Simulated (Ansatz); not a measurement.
Start from ZrB2 (space group P6/mmm, No. 191; a = 3.155 Å, c = 3.506 Å; relaxed with 0.1 eV smearing).

All numbers come from Ansatz (a first-principles code), PBEsol, PAW, cutoff 420 eV, no SOC.

Base values:

The band gap is zero. The pressure comes out as 0.0 GPa.

One thing is altered: every lattice vector is shortened by 1.50 %; the atoms relax in the strained cell.

Task: Estimate the effect on the band gap.

Result: The band gap is still zero.

Task: Estimate the effect on the pressure.

Result: The pressure (mean of the normal stresses, compression positive) goes from zero to 12.4 GPa.

Task: How does this affect the energy relative to the base?

Result: The energy grows by 17 meV/atom.

No phonon test of stability was made. All final runs are without spin polarisation.
